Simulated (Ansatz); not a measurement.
## Short convergence ladders for a (001) slab of LiF (cut from a parent of space group no. 225; 8 atoms in the cell)

```
CELL_PARAMETERS angstrom
      2.85819     0.00000     0.00000
     -2.85819     2.85819     0.00000
      0.00000     0.00000    20.06311
ATOMIC_POSITIONS crystal
  F  0.00000 0.50000 0.44963
  F  0.00000 0.00000 0.34890
  F  0.00000 0.50000 0.65110
  F  0.00000 0.00000 0.55037
  Li 0.00000 0.00000 0.44963
  Li 0.00000 0.50000 0.34890
  Li 0.00000 0.00000 0.65110
  Li 0.00000 0.50000 0.55037
```

Base method: PBE (plane waves, PAW; Ansatz, a first-principles code).

Base settings: basis.ecutwfc = 30.9 Ry; kpoints.mp_grid.grid = 11 11 1; hamiltonian.xc = pbe; hamiltonian.pseudopotentials = {kind: paw} (the program's default PAW files); scf.occupations.method = fermi_dirac; scf.occupations.width = 0.0037 Ry.

The count of work is k-points × plane waves × bands × iterations; it is no time. Core times come from one kind of shared machine, to one figure; runs under 30 s give none.

**The k-point mesh**

Only quantities that move along the ladder and can be compared are tabulated.

| kpoints.mp_grid.grid | free energy less the last step's (meV/atom) | count of work / last |
|---|---|---|
| 3 3 1 | 3.56 | 0.026 |
| 4 4 1 | 0.27 | 0.044 |
| 5 5 1 | 0.04 | 0.044 |
| 6 6 1 | -0.04 | 0.074 |
| 7 7 1 | 0.02 | 0.074 |
| 9 9 1 | 0.00 | 0.11 |
| 10 10 1 | -0.02 | 0.15 |
| 11 11 1 | -0.01 | 0.15 |
| 12 12 1 | -0.01 | 0.21 |
| 14 14 1 | 0.01 | 0.26 |
| 16 16 1 | 0.00 | 0.33 |
| 19 19 1 | 0.00 | 0.40 |
| 22 22 1 | 0.00 | 0.57 |
| 26 26 1 | 0.00 | 0.77 |
| 30 30 1 | 0.00 | 1.0 |

Coarsest kpoints.mp_grid.grid that holds the free energy within 1 meV/atom of the last step, with all finer ones: 4 4 1, at 0.044 of the last step's count of work; the step before is off by 3.6 meV/atom.

**The depth of the relaxed slab**

On a (001) slab of LiF (cut from a parent of space group no. 225; 4 atoms in the cell), and deeper slabs.

In this ladder: relax = atoms; relax.f_tol = 0.02 eV/Å.

The mesh stays at the base's, so the ladder's end is converged at best in this setting alone.

Only quantities that move along the ladder and can be compared are tabulated.

```tsv
atoms	gap on the mesh (eV)	relaxation steps	core time / last (rough)
4	6.777	4	–
12	6.845	4	0.4
16	6.845	4	0.6
20	6.844	5	1
```

Smallest size that holds the gap on the mesh within 0.02 eV of the last step, with all finer ones: 12, at about 0.4 of the last step's time; the step before is off by 0.066 eV.

On the base run: the starting cell has typed, rounded lattice constants, without a prior relaxation at this level. The slab is cut from that crystal, and its faces are unrelaxed. Its lattice was rescaled by up to half a per cent. Spin polarisation is off, though cut faces can carry moments; a gap of a slab can lie between surface states.

Keys are those of Ansatz 0.2.
